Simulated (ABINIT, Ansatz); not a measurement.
An Ansatz (an electronic-structure program) input for a self-consistent single point of BaTe (Fm-3m, 2 atoms in the cell) (DFT, PBE, plane waves, default PAW files):

Ansatz 0.2 input:
```yaml
crystal:
  lattice:
    - [0.000000, 3.500000, 3.500000]
    - [3.500000, 0.000000, 3.500000]
    - [3.500000, 3.500000, 0.000000]
  atoms:
    - { symbol: Ba, position: [0.000000, 0.000000, 0.000000] }
    - { symbol: Te, position: [0.500000, 0.500000, 0.500000] }
kpoints:
  mp_grid: { grid: [8, 8, 8] }
hamiltonian:
  xc: pbe
  pseudopotentials: { kind: paw }
scf:
  occupations: { method: fermi_dirac, width: 0.0007 Ry }
output:
  forces: true
  eigenvalues: true
  stress: true
```

Q: Write the same calculation as an input for ABINIT.

A: This is the input that was run; spellings and numerical settings could be chosen otherwise.

```
# BaTe, PseudoDojo nc-sr-05 PBE standard
pp_dirpath "./"
pseudos "Ba.upf, Te.upf"
acell 9.3536671012 9.3536671012 9.3536671012
rprim
         0.0000000000    0.7071067812    0.7071067812
         0.7071067812    0.0000000000    0.7071067812
         0.7071067812    0.7071067812    0.0000000000
natom 2
ntypat 2
znucl 56 52
typat 1 2
xred
         0.0000000000    0.0000000000    0.0000000000
         0.5000000000    0.5000000000    0.5000000000
ecut 82 Ry
occopt 3
tsmear 0.00036749
nband 18
kptopt 1
ngkpt 8 8 8
nshiftk 1
shiftk 0 0 0
nstep 60
tolvrs 1.0e-12
prtwf 0
prtden 0
enunit 1
```

Basis settings and potentials, where a program has them, do not carry over. This input uses DFT, PBE, plane waves, norm-conserving pseudopotentials (PseudoDojo nc-sr-05 PBE standard). The width in Ry is rounded to four decimals. Both were run: pressure 0.83 GPa in Ansatz and 0.79 in ABINIT; gap on the mesh 1.602 eV in Ansatz and 1.604 in ABINIT. Ansatz's pressure is the one without its finite-basis correction.

On Ansatz: the starting cell has typed, rounded lattice constants, without a prior relaxation at this level. Spin-orbit coupling is off.

On ABINIT: the starting cell has typed, rounded lattice constants, without a prior relaxation at this level. Spin-orbit coupling is off.
